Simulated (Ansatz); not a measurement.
## 1T (CdI2-type) Sc2C (cell taken from a computed entry)

These are r²SCAN+rVV10 (Ansatz, a quantum-chemistry and plane-wave program, plane waves, PAW) values and carry that method's errors.

Settings: plane-wave cutoff 560 eV, 18×18×10 k mesh (along the axes of the cell as run), Fermi–Dirac smearing 0.05 eV, scalar-relativistic PAW data made under PBE.

Cell: relaxed at this level.

- band gap = zero (no gap)
- equilibrium lattice constant a = 3.317 Å
- c axis length = 5.640 Å

Note: the relaxation could not lower the start's symmetry, so the cell can be a saddle point above a distorted one.

It cost roughly 3 core-minutes of CPU time.
